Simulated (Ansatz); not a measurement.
Reference: Cs2S3 (Cmc2_1), r2SCAN, rigid bands (plane waves, PAW, scalar-relativistic; Ansatz, a quantum-chemistry and plane-wave program); geometry: cell and atoms relaxed with PBEsol.

```
CELL_PARAMETERS angstrom
      3.78362    -5.49041     0.00000
      3.78362     5.49041     0.00000
      0.00000     0.00000     7.95291
ATOMIC_POSITIONS crystal
  Cs 0.10245 0.89755 0.96595
  Cs 0.89755 0.10245 0.46595
  Cs 0.57746 0.42254 0.69562
  Cs 0.42254 0.57746 0.19562
  S  0.06017 0.38487 0.85103
  S  0.93983 0.61513 0.35103
  S  0.61513 0.93983 0.85103
  S  0.38487 0.06017 0.35103
  S  0.79730 0.20270 0.99587
  S  0.20270 0.79730 0.49587
```

| Item | Result |
|---|---|
| band gap | 1.67 eV |
| electron conductivity mass | 0.69 mₑ |
| Seebeck coefficient, n-type 1e19 cm⁻³ | -289 μV/K |

Q: Swap S for Se, keeping the structure type. How do these values move?

A: Cs₂Se₃ (Cmc2_1): volume per atom 33.0 to 35.9 Å³; band gap falls (1.67 eV to 1.00 eV); electron conductivity mass falls (0.69 mₑ to 0.51 mₑ); Seebeck coefficient, n-type 1e19 cm⁻³ falls in size (-289 μV/K to -265 μV/K).

Moves up to 5 % count as about the same. Masses are for dilute carriers at 300 K, harmonic means over directions unless an axis is named. Seebeck coefficients are for the stated density at 300 K, with one relaxation time for all states and whether or not that doping can be reached. Spin-orbit coupling is left out.

Formula and space group known from diffraction (Crystallography Open Database), not checked to be the room-temperature form: Cs2S3 (Cmc2_1), Cs2Se3 (Cmc2_1).
